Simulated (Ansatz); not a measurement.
Consider PtTe$_{2}$ (space group P-3m1, No. 164; a = 4.0090 Å, c = 4.9600 Å; layered; relaxed with 0.1 eV smearing). Axes: x lies along a and z along c of the hexagonal cell.

Computed with Kohn–Sham DFT with the PBEsol-D3(BJ) functional, run in Ansatz (a quantum-chemistry and plane-wave program) with PAW and 420 eV plane waves, without spin-orbit coupling.

The change: uniaxial strain ε_zz = −3.00 %, all other strain components held at zero; the atoms relax in the strained cell.

**Question.** Predict the new stress and energy relative to the base.

**Answer.** The stress (xx, yy, zz, yz, xz, xy; compression positive) is (2.1, 2.1, 3.3, 0.0, 0.0, 0.0) GPa; the energy rises by 6.9 meV/atom.

No phonon test of stability was made. All final runs are without spin polarisation.
